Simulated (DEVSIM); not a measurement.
Structure: Schottky contact on n-type GaN, at 350 K.

Layer 1 from the left is GaN, thickness (μm) 1.80, Nd (cm⁻³) 1.6e17, τn (s) 5.7e-8, τp (s) 5.7e-8.

Left contact: Schottky, work function 5.4 eV, emission velocity 3.9e6 cm/s. Right contact: ohmic. Voltage is applied to the left contact. Recombination: SRH at mid-gap, radiative, Auger. Mobility is μmin + (μ − μmin)/(1 + (N/Nref)^α).

This is a model device: material constants are rounded textbook-type values typed into the input, and sizes, dopings and lifetimes were drawn at random. Values at 300 K; Nc and Nv go as T^1.5, mobilities as T to minus their exponent, the gap by Varshni's rule with the affinity fixed.

GaN: gap (eV) 3.43, affinity (eV) 4.1, permittivity 9.5, Nc (cm⁻³) 2.3e18, Nv (cm⁻³) 4.6e19, μn (cm²/Vs) 1200, μp (cm²/Vs) 100, μn,min 55, μp,min 3, Nref,n 2e17, Nref,p 3e17, αn 1, αp 2, T exponent of μn 1.5, T exponent of μp 2, B (cm³/s) 1e-11, Cn (cm⁶/s) 1e-30, Cp (cm⁶/s) 1e-30, Varshni α (eV/K) 0.00091, Varshni β (K) 830.

Model (solved in DEVSIM): 1D drift-diffusion, Boltzmann statistics, complete ionisation; no tunnelling, impact ionisation, image-force lowering or self-heating. Metal contacts follow the ideal Schottky-Mott rule: no Fermi-level pinning, no interface dipoles.

Dark forward current:

```tsv
|V| (V)	|J| (A/cm²)
0.05	1.430e-12
0.10	8.927e-12
0.15	4.824e-11
0.20	2.544e-10
0.25	1.335e-9
0.30	7.003e-9
0.35	3.672e-8
0.40	1.925e-7
0.45	1.009e-6
0.50	5.288e-6
0.55	2.771e-5
0.60	0.0001452
0.65	0.0007606
0.70	0.003983
0.75	0.02085
0.80	0.1091
0.85	0.5702
0.90	2.975
0.95	15.43
1.00	78.14
1.05	359.6
1.10	1268
1.15	3073
```

**Question.** Work out the local ideality factor n = ΔV / (kT/q · ln(J2/J1)) between the rows 0.15 and 0.20 V, 1.10 and 1.15 V.

**Answer.** kT/q = 30.16 mV. From 0.15 to 0.20 V: ln(2.544e-10/4.824e-11) = 1.663, n = 1.00, near the 1 of diffusion or emission over a barrier. From 1.10 to 1.15 V: ln(3073/1268) = 0.885, n = 1.87; the layers' resistance at their doping, Σ W/(qμN) = 1.3e-5 Ω cm², would take 23 mV of this step of 50 mV.

**Question.** Estimate the current at 0.55 V for emission alone, J0 = q v N_band exp(−φB/kT), and read the barrier back from the simulated current.

**Answer.** φB = 1.300 eV, N_band = 2.90e18 cm⁻³, J0 = 3.45e-13 A/cm²; J = J0 (exp(qV/kT) − 1) = 2.87e-5 A/cm². The simulation gives 2.77e-5 A/cm²; the estimate lies 3.6 % above. Read backwards, the simulated current gives an apparent barrier of 1.301 eV. The estimate leaves out transport through the depletion region and minority injection.
